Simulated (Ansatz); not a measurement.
Electronic density of states of amorphous In9Ga9Zn9O39Lu2, density 6.19 g/cm³, on a 2×2×2 Γ-centred mesh with a Gaussian width of 0.1 eV; energies count from the Fermi level, whose place inside the gap is arbitrary. Cell and mesh are small, so fine structure isn't converged. Calculation: PBE, scalar-relativistic without spin-orbit coupling (plane waves to 420 eV, PAW; Ansatz, a quantum-chemistry and plane-wave program). Sampling: a 2×2×2 Γ-centred mesh; Fermi-Dirac width 0.02 eV; no spin polarisation.

It comes from a melt-quench run on a machine-learned potential (CHGNet), relaxed afterwards by DFT. O atoms were pushed apart under 1.9 Å during the dynamics, to hinder bonds among them. The hot cell started wider than the set density and was brought back towards it in steps. It is the lowest in DFT energy of 2 quenches. It is a model cell: composition and starting density were chosen by hand, and all elements were melted together. No dispersion term was used. Its density started from a set value of 6.19 and ended at 6.19 g/cm³. The quench (nominally 260 K/ps over its main leg) was far faster than any real one, so the model tends to hold more defects than a real film. Values belong to this one cell and scatter from quench to quench. The volume was held where the preparation left it and the shape relaxed, at a PBE pressure of -0.2 GPa (tension).

(E - EF (eV), states/(eV atom)): (-12.00, 0.00); (-11.90, 0.00); (-11.80, 0.00); (-11.70, 0.00); (-11.60, 0.00); (-11.50, 0.00); (-11.40, 0.00); (-11.30, 0.00); (-11.20, 0.00); (-11.10, 0.00); (-11.00, 0.00); (-10.90, 0.00); (-10.80, 0.00); (-10.70, 0.00); (-10.60, 0.00); (-10.50, 0.00); (-10.40, 0.00); (-10.30, 0.00); (-10.20, 0.00); (-10.10, 0.00); (-10.00, 0.00); (-9.90, 0.00); (-9.80, 0.00); (-9.70, 0.00); (-9.60, 0.00); (-9.50, 0.00); (-9.40, 0.00); (-9.30, 0.00); (-9.20, 0.00); (-9.10, 0.00); (-9.00, 0.00); (-8.90, 0.00); (-8.80, 0.00); (-8.70, 0.00); (-8.60, 0.00); (-8.50, 0.00); (-8.40, 0.00); (-8.30, 0.00); (-8.20, 0.00); (-8.10, 0.00); (-8.00, 0.00); (-7.90, 0.00); (-7.80, 0.00); (-7.70, 0.00); (-7.60, 0.00); (-7.50, 0.00); (-7.40, 0.04); (-7.30, 0.14); (-7.20, 0.10); (-7.10, 0.08); (-7.00, 0.16); (-6.90, 0.14); (-6.80, 0.21); (-6.70, 0.32); (-6.60, 0.38); (-6.50, 0.36); (-6.40, 0.39); (-6.30, 0.51); (-6.20, 0.55); (-6.10, 0.60); (-6.00, 0.75); (-5.90, 0.81); (-5.80, 0.90); (-5.70, 0.96); (-5.60, 1.00); (-5.50, 1.11); (-5.40, 1.21); (-5.30, 1.23); (-5.20, 1.18); (-5.10, 1.12); (-5.00, 1.07); (-4.90, 0.98); (-4.80, 0.86); (-4.70, 0.71); (-4.60, 0.66); (-4.50, 0.64); (-4.40, 0.63); (-4.30, 0.68); (-4.20, 0.70); (-4.10, 0.65); (-4.00, 0.57); (-3.90, 0.56); (-3.80, 0.59); (-3.70, 0.63); (-3.60, 0.67); (-3.50, 0.67); (-3.40, 0.65); (-3.30, 0.73); (-3.20, 0.91); (-3.10, 1.15); (-3.00, 1.40); (-2.90, 1.43); (-2.80, 1.35); (-2.70, 1.08); (-2.60, 0.86); (-2.50, 0.81); (-2.40, 0.83); (-2.30, 0.80); (-2.20, 0.81); (-2.10, 0.82); (-2.00, 0.82); (-1.90, 0.84); (-1.80, 0.89); (-1.70, 0.92); (-1.60, 0.91); (-1.50, 0.90); (-1.40, 0.90); (-1.30, 0.93); (-1.20, 0.93); (-1.10, 0.87); (-1.00, 0.83); (-0.90, 0.83); (-0.80, 0.75); (-0.70, 0.56); (-0.60, 0.36); (-0.50, 0.21); (-0.40, 0.15); (-0.30, 0.04); (-0.20, 0.00); (-0.10, 0.00); (0.00, 0.00); (0.10, 0.00); (0.20, 0.00); (0.30, 0.01); (0.40, 0.02); (0.50, 0.01); (0.60, 0.00); (0.70, 0.00); (0.80, 0.00); (0.90, 0.00); (1.00, 0.00); (1.10, 0.00); (1.20, 0.01); (1.30, 0.02); (1.40, 0.02); (1.50, 0.05); (1.60, 0.04); (1.70, 0.03); (1.80, 0.06); (1.90, 0.05); (2.00, 0.04); (2.10, 0.05); (2.20, 0.06); (2.30, 0.07); (2.40, 0.04); (2.50, 0.04); (2.60, 0.08); (2.70, 0.11); (2.80, 0.07); (2.90, 0.05); (3.00, 0.09); (3.10, 0.09); (3.20, 0.07); (3.30, 0.11); (3.40, 0.19); (3.50, 0.18); (3.60, 0.12); (3.70, 0.13); (3.80, 0.21); (3.90, 0.25); (4.00, 0.21); (4.10, 0.15); (4.20, 0.22); (4.30, 0.28); (4.40, 0.27); (4.50, 0.28); (4.60, 0.23); (4.70, 0.27); (4.80, 0.27); (4.90, 0.25); (5.00, 0.30); (5.10, 0.34); (5.20, 0.35); (5.30, 0.37); (5.40, 0.34); (5.50, 0.37); (5.60, 0.37); (5.70, 0.32); (5.80, 0.32); (5.90, 0.40); (6.00, 0.43); (6.10, 0.40); (6.20, 0.38); (6.30, 0.36); (6.40, 0.31); (6.50, 0.33); (6.60, 0.37); (6.70, 0.36); (6.80, 0.29); (6.90, 0.26); (7.00, 0.31); (7.10, 0.33); (7.20, 0.32); (7.30, 0.31); (7.40, 0.32); (7.50, 0.39)

The gap on this mesh is 0.80 eV; the broadening fills part of it in the curve.
